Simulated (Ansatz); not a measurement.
A computed series for BaTiO3: pressure series

The reference is BaTiO3 (space group P4mm, No. 99; a = 3.972 Å, c = 4.113 Å).

Cell and atoms are relaxed at each pressure.

All numbers come from r2SCAN in Ansatz (plane waves to 500 eV, PAW, no SOC).

Candidates:
(a) pressure −2 GPa
(b) pressure 50 GPa
(c) pressure 100 GPa

For the base:

| Item | Result |
|---|---|
| Band gap | 2.23 eV |

**Question.** Order them by band gap, lowest first.

**Answer.** (a) pressure −2 GPa (2.21 eV), (c) pressure 100 GPa (2.39 eV), (b) pressure 50 GPa (2.44 eV)

Load acts through the strain it causes; cell and atoms are relaxed under it. Stability against distortions was not tested. No other phases were tried under pressure. All final runs are without spin polarisation. Along this pressure series the structure jumps between pressure 7 GPa and pressure 15 GPa; cells beyond that are another form of it.

Ansatz is a program for electronic structure.
